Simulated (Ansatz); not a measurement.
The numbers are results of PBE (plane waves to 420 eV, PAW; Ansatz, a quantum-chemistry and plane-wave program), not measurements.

Host crystal: anatase TiO2, with a band gap (PBE, scalar-relativistic without spin-orbit coupling).

Plane-averaged electrostatic potential energy along the normal, in eV from the highest filled level, for C on the 1x1 (101) surface of anatase TiO2 (cut with top plane O), one in a 2x1 cell, started at the site 'top O':

(z (Å), V (eV)): (5.34, 5.15); (5.64, 5.15); (5.94, 5.15); (6.23, 5.15); (6.53, 5.15); (6.83, 5.15); (7.12, 5.14); (7.42, 5.14); (7.72, 5.13); (8.02, 5.10); (8.31, 5.00); (8.61, 4.74); (8.91, 3.89); (9.20, 1.48); (9.50, -1.14); (9.80, -4.69); (10.09, -7.91); (10.39, -11.02); (10.69, -12.59); (10.98, -10.86); (11.28, -7.06); (11.58, -3.57); (11.88, -1.41); (12.17, 0.38); (12.47, 1.55); (12.77, 0.59); (13.06, -1.53); (13.36, -3.84); (13.66, -6.88); (13.95, -11.01); (14.25, -13.13); (14.55, -10.98); (14.84, -6.84); (15.14, -3.83); (15.44, -1.61); (15.73, 0.43); (16.03, 1.28); (16.33, 0.05); (16.62, -1.99); (16.92, -3.97); (17.22, -7.02); (17.52, -10.70); (17.81, -12.53); (18.11, -10.78); (18.41, -7.22); (18.70, -3.87); (19.00, -1.20); (19.30, 0.26); (19.59, 1.53); (19.89, 2.00); (20.19, 2.59); (20.48, 3.84); (20.78, 4.82); (21.08, 5.20); (21.38, 5.35); (21.67, 5.41); (21.97, 5.44); (22.27, 5.45); (22.56, 5.45); (22.86, 5.46); (23.16, 5.46); (23.45, 5.46); (23.75, 5.46); (24.05, 5.46); (24.34, 5.46)

Set-up: 37 atoms, 9.4 Å thick at the start under the adsorbate (thin: gaps and levels are the slab's own); mesh 3x4x1; 0.01 eV smearing; dipole correction on; 14 atoms held, the rest relaxed; no symmetry held; spin-polarised, no spin-orbit, no U, no dispersion correction. The starting moment vanished. At the end it is bonded to O + Ti. In PBE it is, or lies within 0.03 eV of, the lowest of the starts that converged.

The surface cell has an area of 39.58 Å². What dipole along the normal does the step between the two vacuum levels imply?

the top vacuum level lies 0.31 eV above the bottom one; p = −ε₀ A ΔV (ε₀ = 0.005526 e/(V·Å)) gives -0.07 e·Å a cell.
